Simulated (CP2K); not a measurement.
Band structure of GaCuGeSe4 (I-4, 7 atoms in the cell).

```
GaCuGeSe4
1.0
    6.66164     0.00000     0.00000
    2.11013     6.31860     0.00000
   -4.38588    -3.15930     3.89361
Ga Cu Ge Se
1 1 1 4
Direct
  0.50000   0.50000   0.00000
  0.25000   0.75000   0.50000
  0.75000   0.25000   0.50000
  0.11400   0.11832   0.47142
  0.88168   0.35310   0.99568
  0.64690   0.64258   0.52858
  0.35742   0.88600   0.00432
```

Computed with PBEsol, GPW, TZVP-MOLOPT-SR-GTH basis, GTH-PBE potentials (GTH_POTENTIALS) (CP2K).

Settings: CUTOFF = 600 Ry; REL_CUTOFF = 60 Ry; KPOINTS/SCHEME = MONKHORST-PACK 3 3 3; XC_FUNCTIONAL = PBE:PBESOL; Ga/BASIS_SET = TZVP-MOLOPT-SR-GTH; Ga/POTENTIAL = GTH-PBE-q13; Cu/BASIS_SET = TZVP-MOLOPT-SR-GTH; Cu/POTENTIAL = GTH-PBE-q11; Ge/BASIS_SET = TZVP-MOLOPT-SR-GTH; Ge/POTENTIAL = GTH-PBE-q4; Se/BASIS_SET = TZVP-MOLOPT-SR-GTH; Se/POTENTIAL = GTH-PBE-q6; METHOD = GPW; EPS_DEFAULT = 1e-10.

The starting cell comes from a database of computed structures (which also holds hypothetical and non-ambient phases and stackings), without a prior relaxation at this level. Values carry the incompleteness of an atom-centred basis. The potentials were made for another functional than the one used.

Task: Predict the gap along the standard path and the places of the band edges.

Result: The gap along the path is 0.79 eV, direct at Γ to within 0.01 eV.

Levels in eV from the top of the valence band on the SCF mesh, bands 23 to 27:
```
point     23     24     25     26    27
-----  -----  -----  -----  -----  ----
Γ      -1.36  -0.06   0.00   0.00  0.79
X      -0.90  -0.58  -0.47  -0.24  1.00
Y      -1.09  -0.67  -0.54  -0.38  1.23
S      -1.57  -1.08  -0.57  -0.34  1.63
Z      -1.62  -0.80  -0.61  -0.61  1.20
S1     -1.57  -1.08  -0.57  -0.34  1.63
N      -1.18  -1.14  -0.84  -0.45  1.97
P      -1.01  -0.58  -0.56  -0.43  1.44
Y1     -1.09  -0.67  -0.54  -0.38  1.23
```

Higher empty bands are left out: an atom-centred basis made for the valence describes them poorly.
